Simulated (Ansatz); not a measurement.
**Y under a change: biaxial strain +1.50 %, plane normal [001], relaxed out of plane**

Base system: Y in the hcp (Mg type) structure (space group P6_3/mmc, No. 194; a = 3.594 Å, c = 5.610 Å; relaxed with 0.1 eV smearing). Axes: x lies along a and z along c of the hexagonal cell.

Modification: biaxial strain +1.50 %, plane normal [001], relaxed out of plane (Cartesian); in-plane vectors clamped, the third vector and the atoms free.

Method: Ansatz (a program for electronic structure), PBEsol, PAW, cutoff 420 eV, no spin-orbit coupling. Γ-centred 19×19×11 mesh, Fermi–Dirac width 0.1 eV, for the changed cell.

- Volume per atom: 32.07 Å³ (base 31.38 Å³)
- Space group: P6_3/mmc (No. 194) (base P6_3/mmc (No. 194))
- Pressure (mean of the normal stresses, compression positive): -0.9 GPa (base 0.0 GPa)
- Band gap: zero (base zero)
- Out-of-plane strain: -0.81 %
- Mean in-plane stress (compression positive): -1.3 GPa

Stability against distortions was not tested. The final runs are not spin-polarised.
